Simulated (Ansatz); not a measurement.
# IrRhN2 (model structure, started from the PtCoO2 type, R-3m, No. 166, 4 atoms in the cell)

Computed with LDA in Ansatz (PAW).

Settings: plane-wave cutoff 520 eV, 22×22×22 k mesh, Fermi–Dirac smearing 0.05 eV, no spin polarisation, scalar-relativistic PAW data made under PBE.

Cell (relaxed at this level):

IrRhN2 is taken in the trigonal space group R-3m, hexagonal axes (No. 166), Pearson symbol hR4. Lattice parameters: a = b = 2.839 Å, c = 18.742 Å, α = β = 90.00°, γ = 120.00°. Ir on 3b is surrounded by 6 N at 2.042 Å (octahedral). Rh on 3a is surrounded by 2 N at 1.905 Å (linear). N on 6c sees 1 Rh at 1.905 Å and 3 Ir at 2.042 Å. (Neighbours: up to the widest gap in distance over summed covalent radii, below 1.35, at either atom; cation-cation and far metal-metal contacts left out.)
(The calculation used a cell of 4 atoms; values per cell refer to that cell.)

```
Property          Result
---------------  -------
bulk modulus B0  221 GPa
```

Note: the run has no spin polarisation, so it can have missed a magnetic state; the bulk modulus is −V dP/dV from two relaxed cells at ±2 % in volume; the relaxation could raise the start's symmetry but not lower it, so the cell can be a saddle point.

Spin–orbit coupling is not included; it can open a gap where bands touch, and shift volumes and moduli.

The result took very roughly 8 core-minutes.

A model structure was made by putting elements into a prototype or built by hand; it is no filed structure, need not be a known phase, and can be a saddle point held by its symmetry.

Ansatz is a first-principles code.
